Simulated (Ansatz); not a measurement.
Base system: CdTe in the zinc blende structure (space group F-43m, No. 216; a = 6.558 Å). Axes: x, y, z lie along the cube axes.

Method: r2SCAN/PAW in Ansatz (a first-principles code), scalar-relativistic without spin-orbit coupling.

For the base:

| Property | Value |
|---|---|
| Band gap | 1.17 eV |
| Volume per atom | 35.25 Å³ |

Perturbation: compressive biaxial strain of 4.30 % in the plane normal to [001], as in epitaxy on a mismatched substrate; the out-of-plane cell vector and the atoms relax.

Question: Predict the new band gap.

Answer: The band gap shrinks by 0.06 eV (1.17 eV → 1.11 eV).

Question: What happens to the volume per atom?

Answer: The volume per atom falls by 1.16 Å³ to 34.09 Å³.

With Te present, leaving out spin-orbit coupling can change the band edges. No phonon test of stability was made.
